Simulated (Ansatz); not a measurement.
Take ScBi in the zinc blende structure (space group F-43m, No. 216; a = 6.6407 Å; a hypothetical phase, not in the database extracts checked) as the base. Axes: x, y, z lie along the cube axes.

Level of theory: PBEsol (Ansatz, an electronic-structure program, PAW, no SOC).

For the base:

```
Property   Result
--------  -------
Band gap  1.30 eV
```

Perturbation: tensile biaxial strain of 2.89 % in the plane normal to [001], as in epitaxy on a mismatched substrate; the out-of-plane cell vector and the atoms relax.

Q: What happens to the ratio −ε⊥/ε∥?

A: The ratio −ε⊥/ε∥ comes out as 2.17.

Q: How does this affect the band gap?

A: The band gap falls by 0.23 eV, from 1.30 eV to 1.07 eV.

Spin-orbit coupling, missing from the scalar runs, can matter with Bi. Whether these cells are dynamically stable was not tested. All final runs are without spin polarisation.
